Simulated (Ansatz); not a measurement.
Results of LDA (Ansatz, a quantum-chemistry and plane-wave program, PAW) for AlAs (model structure, started from the BeO type, P4₂/mnm, No. 136, 8 atoms in the cell).

Numerical settings: plane-wave cutoff 520 eV, 6×6×10 k mesh (along the axes of the cell as run), Fermi–Dirac smearing 0.01 eV, scalar-relativistic PAW data made under PBE.

Cell (relaxed at this level):

```
AlAs
1.0
    6.83809     0.00000     0.00000
    0.00000     6.83809     0.00000
    0.00000     0.00000     3.99966
Al As
4 4
Direct
  0.32752   0.67248   0.00000
  0.67248   0.32752   0.00000
  0.82752   0.82752   0.50000
  0.17248   0.17248   0.50000
  0.31356   0.31356   0.00000
  0.68644   0.68644   0.00000
  0.18644   0.81356   0.50000
  0.81356   0.18644   0.50000
```

Problem. Predict the band gap and bulk modulus B0.

Solution. 
- band gap = 1.33 eV (on the SCF k mesh)
- bulk modulus B0 = 67.9 GPa

Note: the bulk modulus is −V dP/dV from two relaxed cells at ±2 % in volume; the relaxation could raise the start's symmetry but not lower it, so the cell can be a saddle point.

Spin–orbit coupling is not included.

A model structure was made by putting elements into a prototype or built by hand; it is no filed structure, need not be a known phase, and can be a saddle point held by its symmetry.
